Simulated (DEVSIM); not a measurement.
Device: abrupt GaP n-p junction, at 300 K.

Layer 1 from the left is GaP, thickness (μm) 1.20, Nd (cm⁻³) 1.5e18, τn (s) 9.2e-7, τp (s) 9.2e-7. Layer 2 from the left is GaP, thickness (μm) 24.0, Na (cm⁻³) 4.6e17, τn (s) 9.2e-7, τp (s) 9.2e-7.

Left contact: ohmic. Right contact: ohmic. Voltage is applied to the left contact. Recombination: SRH at mid-gap, Auger. Mobility is constant in doping.

Constants are typed, rounded textbook-type inputs, not results; the design itself was drawn at random and stands for no fabricated device. Values at 300 K.

GaP: gap (eV) 2.26, affinity (eV) 3.8, permittivity 11.1, Nc (cm⁻³) 1.8e19, Nv (cm⁻³) 1.9e19, μn (cm²/Vs) 250, μp (cm²/Vs) 150, Cn (cm⁶/s) 1e-30, Cp (cm⁶/s) 1e-30.

DEVSIM, 1D drift-diffusion, Boltzmann statistics, complete ionisation; no tunnelling, impact ionisation, image-force lowering or self-heating.

Dark forward current:

| |V| (V) | |J| (A/cm²) |
|---|---|
| 0.80 | 2.347e-13 |
| 0.85 | 6.301e-13 |
| 0.90 | 1.701e-12 |
| 0.95 | 4.603e-12 |
| 1.00 | 1.244e-11 |
| 1.05 | 3.352e-11 |
| 1.10 | 9.033e-11 |
| 1.15 | 2.442e-10 |
| 1.20 | 6.636e-10 |
| 1.25 | 1.815e-9 |
| 1.30 | 5.020e-9 |
| 1.35 | 1.421e-8 |
| 1.40 | 4.240e-8 |
| 1.45 | 1.408e-7 |
| 1.50 | 5.561e-7 |
| 1.55 | 2.697e-6 |
| 1.60 | 1.548e-5 |
| 1.65 | 9.826e-5 |
| 1.70 | 0.0006549 |
| 1.75 | 0.004459 |
| 1.80 | 0.03063 |
| 1.85 | 0.2110 |
| 1.90 | 1.446 |
| 1.95 | 9.499 |
| 2.00 | 51.18 |
| 2.05 | 180.3 |

Task: Work out the local ideality factor n = ΔV / (kT/q · ln(J2/J1)) between the rows 0.80 and 0.85 V, 1.80 and 1.85 V, 2.00 and 2.05 V.

Result: kT/q = 25.85 mV. From 0.80 to 0.85 V: ln(6.301e-13/2.347e-13) = 0.988, n = 1.96, near the 2 of recombination in the depletion region. From 1.80 to 1.85 V: ln(0.2110/0.03063) = 1.930, n = 1.00, near the 1 of diffusion or emission over a barrier. From 2.00 to 2.05 V: ln(180.3/51.18) = 1.259, n = 1.54; the layers' resistance at their doping, Σ W/(qμN) = 0.00022 Ω cm², would take 28 mV of this step of 50 mV.

Task: Estimate the current at 1.75 V from the Shockley equation with J0 = Σ q ni² D/(N L) coth(W/L), τ joining the SRH, radiative and Auger lifetimes that are on, and W taken as the whole layer.

Result: ni² = 3.67 cm⁻⁶; holes in the n layer: μ = 150 cm²/Vs, D = 3.88 cm²/s, τ = 3.00e-7 s, L = 10.8 μm, W/L = 0.11, term 1.27e-32 A/cm²; electrons in the p layer: μ = 250 cm²/Vs, D = 6.46 cm²/s, τ = 7.70e-7 s, L = 22.3 μm, W/L = 1.1, term 4.68e-33 A/cm². J0 = 1.74e-32 A/cm², and J = J0 exp(qV/kT) = 0.00438 A/cm². The simulation gives 0.00446 A/cm²; the estimate lies 1.8 % below. The estimate leaves out recombination in the depletion region and that region's share of W.
